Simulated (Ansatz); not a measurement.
Consider O vacancy in monoclinic ZrO2 strained by -1.5 % along x and y, z held, charge state +2. All values below come from PBE, PAW (plane waves to 420 eV; Ansatz, a quantum-chemistry and plane-wave program).

96-site cell at the strained lattice (strain from the relaxed PBE one, atoms relaxed), the Γ point alone, smearing 0.01 eV, spin-restricted, no finite-size correction. No zero-point or tunnelling terms. The charge state is imposed; whether it is stable for some Fermi level was not computed. Forms of the defect that were not tried may lie lower. The start lies 0.77 eV above the lowest site run (PBE).

Barriers: single points on a 2×2×2 k-point mesh shifted by half a step at the bands' geometries.

Relaxed starting cell (atoms counted from 1):

```
Zr32O63
1.0
   10.22300     0.00000     0.00000
    0.00000    10.32629     0.00000
   -1.77998     0.00000    10.60481
Zr O
32 63
Cartesian
  0.71080   2.26199   3.60722
 -0.11815   2.35554   9.05667
  0.77814   7.52021   3.75429
 -0.11207   7.54318   9.09688
  5.90899   2.34713   3.75731
  5.05701   2.34475   9.10760
  5.95265   7.54450   3.74327
  4.99616   7.51809   9.06976
  3.45346   2.79207   1.53640
  2.63023   2.72636   6.98200
  3.45028   7.95993   1.52324
  2.53574   7.96996   6.83246
  8.52273   2.81192   1.51735
  7.65835   2.79416   6.83477
  8.56501   7.95611   1.52183
  7.62246   7.98471   6.84264
  3.13367   5.03165   4.10425
  2.09768   4.95360   9.49356
  3.03204  10.08509   4.15953
  2.12065  10.10033   9.47979
  8.10007   4.93076   4.18921
  7.22253   4.95018   9.49489
  8.09952  10.08861   4.17722
  7.22238  10.09403   9.48994
  1.26441   0.18256   1.07242
  0.31825   0.24077   6.39621
  1.22610   5.37342   1.11931
  0.24929   5.47293   6.48005
  6.34325   0.20963   1.10357
  5.47050   0.21046   6.41196
  6.33461   5.38717   1.11530
  5.43491   5.37077   6.43326
 -0.43382   0.85361   4.49277
 -1.32014   0.92401   9.82334
 -0.44087   6.06689   4.55062
 -1.33259   6.09437   9.85489
  4.66723   0.93118   4.53008
  3.81287   0.89351   9.80693
  4.75150   6.05648   4.48923
  3.78173   6.07402   9.82051
  4.62765   4.27865   0.79937
  3.51031   4.26792   5.99616
  4.65626   9.41445   0.77738
  3.72601   9.46916   6.10090
  9.79265   4.20569   0.76412
  8.95577   4.16698   6.02639
  9.79392   9.37372   0.75746
  8.87379   9.40118   6.08750
  4.24715   3.50601   3.40426
  3.34134   3.48495   8.80381
  4.21795   8.64882   3.44710
  3.30522   8.63416   8.71599
  9.35400   3.50692   3.40788
  8.44202   3.52869   8.69744
  9.31388   8.63302   3.43220
  8.41977   8.65882   8.72139
 -0.02848   1.59082   1.84582
 -0.89326   1.64236   7.18156
  0.00644   6.79421   1.89161
 -0.93845   6.81113   7.22468
  5.13239   1.67109   1.85178
  4.29008   1.66549   7.20888
  5.13782   6.83891   1.87753
  4.21665   6.81531   7.13548
  0.52130   3.83795  10.48264
  1.44137   9.02711   5.16023
  0.54232   9.00598  10.47241
  6.52015   3.84035   5.19437
  5.64983   3.84233  10.49431
  6.51926   9.00050   5.18073
  5.64284   8.99641  10.47583
  2.81946   1.32578   0.09848
  1.79376   1.66125   5.37918
  2.79916   6.48604   0.12581
  1.87150   6.40534   5.40530
  7.92616   1.32043   0.12265
  7.03176   1.31668   5.41496
  7.91072   6.47893   0.12096
  7.01468   6.46712   5.45021
  2.36138   1.22391   2.72808
  1.47134   1.24279   8.06579
  2.37534   6.44149   2.75181
  1.43797   6.44484   8.09062
  7.47212   1.24976   2.76755
  6.61050   1.25187   8.07593
  7.48275   6.41170   2.77908
  6.55180   6.40630   8.06591
  1.84254   3.90517   2.66070
  0.99854   3.90538   7.73202
  1.87507   9.04669   2.51191
  0.95923   9.07234   7.80978
  6.98743   3.90188   2.53403
  6.05646   3.89658   7.82108
  6.98138   9.05668   2.52218
  6.06601   9.06254   7.82484
```
Cell charge +2.

End state 1 differs by these moves (Å; atoms that move under 0.08 Å are left out):

```json
[
 {"atom": "1", "element": "Zr", "Δx": "-0.01", "Δy": "0.16", "Δz": "0.01"},
 {"atom": "10", "element": "Zr", "Δx": "-0.01", "Δy": "0.16", "Δz": "0.01"},
 {"atom": "17", "element": "Zr", "Δx": "-0.12", "Δy": "-0.12", "Δz": "0.10"},
 {"atom": "19", "element": "Zr", "Δx": "0.05", "Δy": "-0.08", "Δz": "-0.04"},
 {"atom": "26", "element": "Zr", "Δx": "-0.12", "Δy": "-0.12", "Δz": "0.10"},
 {"atom": "28", "element": "Zr", "Δx": "0.05", "Δy": "-0.08", "Δz": "-0.04"},
 {"atom": "33", "element": "O", "Δx": "0.26", "Δy": "0.03", "Δz": "0.11"},
 {"atom": "35", "element": "O", "Δx": "0.05", "Δy": "-0.06", "Δz": "-0.05"},
 {"atom": "37", "element": "O", "Δx": "-0.06", "Δy": "0.05", "Δz": "0.04"},
 {"atom": "42", "element": "O", "Δx": "0.26", "Δy": "0.03", "Δz": "0.11"},
 {"atom": "44", "element": "O", "Δx": "0.05", "Δy": "-0.06", "Δz": "-0.05"},
 {"atom": "46", "element": "O", "Δx": "-0.06", "Δy": "0.05", "Δz": "0.04"},
 {"atom": "50", "element": "O", "Δx": "0.02", "Δy": "0.07", "Δz": "-0.05"},
 {"atom": "51", "element": "O", "Δx": "0.06", "Δy": "0.01", "Δz": "-0.07"},
 {"atom": "53", "element": "O", "Δx": "-0.09", "Δy": "-0.02", "Δz": "-0.02"},
 {"atom": "57", "element": "O", "Δx": "0.02", "Δy": "0.07", "Δz": "-0.05"},
 {"atom": "60", "element": "O", "Δx": "0.06", "Δy": "0.01", "Δz": "-0.07"},
 {"atom": "62", "element": "O", "Δx": "-0.09", "Δy": "-0.02", "Δz": "-0.02"},
 {"atom": "73", "element": "O", "Δx": "-0.25", "Δy": "1.83", "Δz": "-0.16"},
 {"atom": "80", "element": "O", "Δx": "-0.02", "Δy": "0.02", "Δz": "0.14"},
 {"atom": "81", "element": "O", "Δx": "0.02", "Δy": "0.00", "Δz": "-0.13"},
 {"atom": "88", "element": "O", "Δx": "0.02", "Δy": "0.00", "Δz": "-0.13"},
 {"atom": "89", "element": "O", "Δx": "-0.02", "Δy": "0.02", "Δz": "0.14"}
]
```

### Question
Predict the forward and backward barriers to end state 1 from PBE, PAW.

### Answer
forward 0.38 eV, backward 0.38 eV; at the saddle point atom 73 has neighbours 2 Zr at 2.00 Å. The saddle point's order was not checked, and it lies on a symmetry element of the cell, where a band can be held.
